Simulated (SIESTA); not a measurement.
A self-consistent single point of CaNiN (P4_2/mmc, 6 atoms in the cell) with SIESTA.

Method of the run: SIESTA with GGA PBEsol, numerical atomic orbitals TZP, PseudoDojo PBEsol standard norm-conserving potentials (rewritten from UPF to PSML).

The change in words: lattice scaled by 0.98. Reference geometry:
```yaml
crystal:
  lattice:
    - [3.53658, 0.00000, 0.00000]
    - [0.00000, 3.53658, 0.00000]
    - [0.00000, 0.00000, 7.04670]
  atoms:
    - { symbol: Ca, position: [0.00000, 0.00000, 0.75000] }
    - { symbol: Ca, position: [0.00000, 0.00000, 0.25000] }
    - { symbol: Ni, position: [0.50000, 0.50000, 0.00000], spin: 2.0 }
    - { symbol: Ni, position: [0.50000, 0.50000, 0.50000], spin: 2.0 }
    - { symbol: N, position: [0.50000, 0.00000, 0.50000] }
    - { symbol: N, position: [0.00000, 0.50000, 0.00000] }
```
(The spins are starting values, not results.)

Reference input (self-consistent single point, DFT, GGA PBEsol, numerical atomic orbitals TZP, PseudoDojo PBEsol standard norm-conserving potentials (rewritten from UPF to PSML)): XC.functional = GGA; XC.authors = PBEsol; potentials = PseudoDojo PBEsol standard; PAO.BasisSize = TZP; PAO.EnergyShift = 0.01 Ry; MeshCutoff = 350 Ry; kgrid.MonkhorstPack = 6 6 3; OccupationFunction = MP; OccupationMPOrder = 0; ElectronicTemperature = 0.136 eV; Spin = polarized; DM.InitSpin = [1 +0.00, 2 +0.00, 3 +2.00, 4 +2.00, 5 +0.00, 6 +0.00]. This run's input differs from it in these lines:

```diff
@@ -13,5 +13,5 @@
 %block LatticeVectors
-     3.536580000    0.000000000    0.000000000
-     0.000000000    3.536580000    0.000000000
-     0.000000000    0.000000000    7.046700000
+     3.465848000    0.000000000    0.000000000
+     0.000000000    3.465848000    0.000000000
+     0.000000000    0.000000000    6.905766000
 %endblock LatticeVectors
@@ -19,8 +19,8 @@
 %block AtomicCoordinatesAndAtomicSpecies
-     0.000000000    0.000000000    5.285025000  1
-     0.000000000    0.000000000    1.761675000  1
-     1.768290000    1.768290000    0.000000000  2
-     1.768290000    1.768290000    3.523350000  2
-     1.768290000    0.000000000    3.523350000  3
-     0.000000000    1.768290000    0.000000000  3
+     0.000000000    0.000000000    5.179324500  1
+     0.000000000    0.000000000    1.726441500  1
+     1.732924000    1.732924000    0.000000000  2
+     1.732924000    1.732924000    3.452883000  2
+     1.732924000    0.000000000    3.452883000  3
+     0.000000000    1.732924000    0.000000000  3
 %endblock AtomicCoordinatesAndAtomicSpecies
```

Log, with long lists cut:

```
        iscf     Eharris(eV)        E_KS(eV)     FreeEng(eV)     dDmax    Ef(eV) dHmax(eV)
   scf:    1   -11557.510961   -11719.488267   -11719.529246  4.020548 -2.314607 37.071170
     spin moment: {S} , |S| = {        0.0        0.0    3.09210 }     3.09210
   scf:    2   -11809.095065   -11779.869428   -11779.889646  1.661325 -4.450907  8.779637
     spin moment: {S} , |S| = {        0.0        0.0    2.01502 }     2.01502
   scf:    3   -11787.490028   -11784.835486   -11784.849873  0.228197 -4.861828  2.880271
     spin moment: {S} , |S| = {        0.0        0.0    1.72323 }     1.72323
   [... lines left out ...]
     spin moment: {S} , |S| = {        0.0        0.0    0.24501 }     0.24501
   scf:   34   -11785.804787   -11785.804824   -11785.842892  0.000123 -4.673072  0.000393
     spin moment: {S} , |S| = {        0.0        0.0    0.24361 }     0.24361
   scf:   35   -11785.804592   -11785.804706   -11785.842892  0.000445 -4.673116  0.000221
     spin moment: {S} , |S| = {        0.0        0.0    0.23907 }     0.23907
   scf:   36   -11785.804729   -11785.804718   -11785.842892  0.000045 -4.673124  0.000106
     spin moment: {S} , |S| = {        0.0        0.0    0.23945 }     0.23945
SCF Convergence by DM+H criterion
max |DM_out - DM_in|         :     0.0000454365
max |H_out - H_in|      (eV) :     0.0001056998
SCF cycle converged after 36 iterations

Using DM_out to compute the final energy and forces

siesta: E_KS(eV) =           -11785.8047

siesta: E_KS - E_eggbox =    -11785.8047

siesta: Atomic forces (eV/Ang):
     1   -0.000000   -0.000000   -0.000016
     2    0.000000   -0.000000    0.000016
     3    0.000000   -0.000000   -0.000000
     4    0.000000    0.000000   -0.000000
     5    0.000000    0.000000    0.000000
     6   -0.000000    0.000000    0.000000
   Tot    0.000000   -0.000000   -0.000000
   Max    0.000016
   Res    0.000005    sqrt( Sum f_i^2 / 3N )
   Max    0.000016    constrained

   [... lines left out ...]
siesta: FreeEng =    -11785.842892
siesta: Cell volume =         82.952768 Ang**3
siesta:         124.50255465        124.50291659  kBar
   [... lines left out ...]

mulliken: Qtot =       32.880

Mulliken Atomic Populations:
Atom #   charge [q] valence [e]      Sz [e]  Species
     1     0.893336    9.106664   -0.006796  Ca
     2     0.893336    9.106664   -0.006796  Ca
     3    -0.095222   18.095222    0.081933  Ni
     4    -0.095223   18.095223    0.081933  Ni
     5    -0.798115    5.798115    0.044587  N
     6    -0.798113    5.798113    0.044587  N
 Total    -0.000000                0.239447
```

The run converged in 36 iterations. Against the reference run the free energy rises by 36.7 meV/atom, the pressure goes from 1.81 to 12.45 GPa and the size of the net moment hardly changes (0.06 to 0.04 μB/atom).

The starting cell comes from a database of computed structures (which also holds hypothetical and non-ambient phases and stackings), without a prior relaxation at this level. For this run, on top of that: lattice scaled by 0.98. The moments shrank to a small part of their start, a low-spin state that need not be the lowest. Values carry the incompleteness of an atom-centred basis. With a pressure of about 12 GPa the cell is away from its equilibrium volume at this level.

Cost on one core of a shared machine: roughly 90 s.
